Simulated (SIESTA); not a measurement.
SIESTA is run on TaV (Cmmm, 2 atoms in the cell), and the run fails. The aim is a self-consistent single point with DFT, LDA PW92, numerical atomic orbitals DZP, PseudoDojo LDA standard norm-conserving potentials (rewritten from UPF to PSML).

Cell that was meant: a = 2.8120 Å, b = 2.8120 Å, c = 4.3414 Å, α = 90.00°, β = 90.00°, γ = 110.31°.

Part of the input:

```
XC.authors                   PW92
PAO.BasisSize                DZP
PAO.EnergyShift              0.01 Ry
MeshCutoff                   300
%block kgrid.MonkhorstPack
   12   0   0  0.0
    0  12   0  0.0
```

Log, with long lists cut:

```
reinit: Reading from file input.fdf

reinit: System Name: TaV
reinit: System Label: TaV

NOTE on units for spin output:
{S} is the spin magnetic moment, in units of the Bohr magneton,
assuming a g-factor for the electron spin of exactly 2.
The spin magnetic moment is then numerically equal to the charge inbalance,
in units of electrons, between the spin-up and -down channels.

coor:   Atomic-coordinates input format  =     Fractional

siesta: Atomic coordinates (Bohr) and species
siesta:      0.00000   0.00000   0.00000  1        1
siesta:      3.03622   0.00000   4.10199  2        2

siesta: System type = bulk

initatomlists: Number of atoms, orbitals, and projectors:      2    38    50

siesta: ******************** Simulation parameters ****************************
redata: Spin configuration                          = collinear
redata: Time-Reversal Symmetry                      = T
redata: Number of Atomic Species                    =        2
ERROR

FDF module: fdf_physical:  no unit specified for MeshCutoff

     File: fdf.F90
     Line:  2144
Note: The following floating-point exceptions are signalling: IEEE_INVALID_FLAG IEEE_OVERFLOW_FLAG
STOP Stopping Program
```

Problem. Read the log: what does the program object to, and what is the fix?

Solution. The fault is an energy without its unit. The key takes a value and a unit. To fix it, add the unit. The program stopped before any SCF iteration.

An input that runs soundly differs in these lines (not the only fix; some lines may just follow from the change or write a value another way):
```diff
-MeshCutoff                   300
+MeshCutoff                   300 Ry
```

With that input, the run converged in 24 iterations: free energy E − TS -3778.5902 eV; Fermi level (on the code's own zero) -5.02 eV; pressure -16.03 GPa; size of the cell's spin moment 0.00 μB (DFT, LDA PW92, numerical atomic orbitals DZP, PseudoDojo LDA standard norm-conserving potentials (rewritten from UPF to PSML)).

On the sound input: the starting cell comes from a database of computed structures (which also holds hypothetical and non-ambient phases and stackings), without a prior relaxation at this level. The starting moments vanished: the run ended non-magnetic, which need not be the lowest state. Values carry the incompleteness of an atom-centred basis. With a pressure of about -16 GPa the cell is away from its equilibrium volume at this level.
